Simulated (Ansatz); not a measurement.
Cu3N: pressure series

The reference is Cu3N (space group Pm-3m, No. 221; a = 3.7209 Å).

Cell and atoms are relaxed at each pressure.

Calculations: LDA, PAW, 420 eV (Ansatz, a first-principles code; spin-orbit coupling left out).

Notes on the quantities. enthalpy: H = E + PV relative to the base's energy.

| change | volume per atom | enthalpy |
|---|---|---|
| base | 12.88 Å³ | – |
| pressure −2 GPa | 13.06 Å³ | -0.16 eV/atom |
| pressure −1 GPa | 12.97 Å³ | -0.08 eV/atom |
| pressure 0.9 GPa | 12.80 Å³ | +0.07 eV/atom |
| pressure 2.1 GPa | 12.70 Å³ | +0.17 eV/atom |
| pressure 4.5 GPa | 12.52 Å³ | +0.36 eV/atom |
| pressure 9 GPa | 12.21 Å³ | +0.70 eV/atom |
| pressure 15 GPa | 11.85 Å³ | +1.15 eV/atom |
| pressure 22.5 GPa | 11.47 Å³ | +1.70 eV/atom |
| pressure 30 GPa | 11.14 Å³ | +2.23 eV/atom |

Load acts through the strain it causes; cell and atoms are relaxed under it. Stability against distortions was not tested. Competing high-pressure phases were not computed. All final runs are without spin polarisation.
